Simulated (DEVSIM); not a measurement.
System: abrupt GaAs n-p junction, at 400 K.

Layer 1 from the left is GaAs, thickness (μm) 80.0, Nd (cm⁻³) 5.4e16, τn (s) 9e-9, τp (s) 9e-9. Layer 2 from the left is GaAs, thickness (μm) 1.20, Na (cm⁻³) 9e15, τn (s) 9e-9, τp (s) 9e-9.

Left contact: ohmic. Right contact: ohmic. Voltage is applied to the left contact. Recombination: SRH at mid-gap, radiative. Mobility is constant in doping.

This is a model device: material constants are rounded textbook-type values typed into the input, and sizes, dopings and lifetimes were drawn at random. Values at 300 K; Nc and Nv go as T^1.5, mobilities as T to minus their exponent, the gap by Varshni's rule with the affinity fixed.

GaAs: gap (eV) 1.424, affinity (eV) 4.07, permittivity 12.9, Nc (cm⁻³) 4.7e17, Nv (cm⁻³) 9e18, μn (cm²/Vs) 8500, μp (cm²/Vs) 400, T exponent of μn 2.1, T exponent of μp 2.2, B (cm³/s) 2e-10, Varshni α (eV/K) 0.000541, Varshni β (K) 204.

DEVSIM, 1D drift-diffusion, Boltzmann statistics, complete ionisation; no tunnelling, impact ionisation, image-force lowering or self-heating.

Dark forward current:

```tsv
|V| (V)	|J| (A/cm²)
0.05	2.466e-7
0.10	7.418e-7
0.15	1.819e-6
0.20	4.296e-6
0.25	1.038e-5
0.30	2.669e-5
0.35	7.538e-5
0.40	0.0002372
0.45	0.0008247
0.50	0.003092
0.55	0.01218
0.60	0.04935
0.65	0.2030
0.70	0.8387
0.75	3.436
0.80	13.47
0.85	46.06
0.90	121.7
0.95	244.1
1.00	400.7
1.05	579.4
1.10	772.4
1.15	975.2
1.20	1185
1.25	1400
1.30	1619
```

Q: Work out the local ideality factor n = ΔV / (kT/q · ln(J2/J1)) between the rows 0.15 and 0.20 V, 0.65 and 0.70 V, 1.25 and 1.30 V.

A: kT/q = 34.47 mV. From 0.15 to 0.20 V: ln(4.296e-6/1.819e-6) = 0.859, n = 1.69. From 0.65 to 0.70 V: ln(0.8387/0.2030) = 1.419, n = 1.02, near the 1 of diffusion or emission over a barrier. From 1.25 to 1.30 V: ln(1619/1400) = 0.145, n = 9.98.

Q: Estimate the current at 0.60 V from the Shockley equation with J0 = Σ q ni² D/(N L) coth(W/L), τ joining the SRH, radiative and Auger lifetimes that are on, and W taken as the whole layer.

A: ni² = 4.45e19 cm⁻⁶; holes in the n layer: μ = 212 cm²/Vs, D = 7.32 cm²/s, τ = 8.20e-9 s, L = 2.45 μm, W/L = 33, term 3.94e-12 A/cm²; electrons in the p layer: μ = 4650 cm²/Vs, D = 160 cm²/s, τ = 8.86e-9 s, L = 11.9 μm, W/L = 0.10, term 1.06e-9 A/cm². J0 = 1.06e-9 A/cm², and J = J0 exp(qV/kT) = 0.0386 A/cm². The simulation gives 0.0493 A/cm²; the estimate lies 22 % below. The estimate leaves out recombination in the depletion region and that region's share of W.
